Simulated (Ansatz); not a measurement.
# How far a parabola holds: energy against volume of rock-salt LaTe

Results of LDA (Ansatz, an electronic-structure program, PAW) for rock-salt LaTe. Settings: plane-wave cutoff 520 eV, 16×16×16 k mesh, Fermi–Dirac smearing 0.05 eV, scalar-relativistic PAW data made under PBE. The cell has no free parameter but its volume, all volumes share cutoff and mesh, and the runs aren't spin-polarised. Energies are free energies at the run's smearing, counted from the lowest row; static lattice.

```
V (Å³/atom)  E (meV/atom)
-----------  ------------
30.000                  ?
30.638              11.30
31.277               2.72
31.915               0.00
32.553               2.52
33.191               9.74
```

Question: Fit E against V with a parabola, and predict the withheld value at V = 30.000.

Answer: With u = V - 31.9, the rows have u = -1.2620, -0.6230, 0.0150, 0.6530, 1.2910. Least squares gives E = 0.004 - 0.7088·u + 6.4589·u². Residuals (row less fit): 0.115, -0.232, 0.005, 0.225, -0.114; standard error 0.256 (degrees of freedom: 2). The fitted curve has its minimum at V = 32.0, where E = -0.02. Its curvature is d²E/dV² = 2 × 6.4589 meV/Å⁶, so B = V0·d²E/dV² × 0.1602 = 66.1 GPa. At the withheld row, u = -1.9000, so E = 0.004 - 0.7088 × (-1.9000) + 6.4589 × (-1.9000)² = 24.667 meV/atom. The calculation gives 26.41 meV/atom, 1.743 meV/atom above the prediction (6.6 % of the range of E in the table). The row lies outside the fitted rows, so this is an extrapolation. From the scatter of the fitted rows alone, a prediction at this place has a standard error of 0.605 meV/atom, so the miss is 2.9 times that.

The residuals are curvature that a parabola lacks, not noise. A solid that stiffens under compression and softens on expansion lies above the parabola at the compressed end and under it at the expanded end, as this row does. A third-order Birch-Murnaghan fit to the whole scan has B0 = 65.7 GPa. Only scans are tabulated whose curvature falls smoothly with volume, and where the parabola meets the shown rows within 5 % of their range and misses the end by 0.1 meV or more.

Spin–orbit coupling is not included.
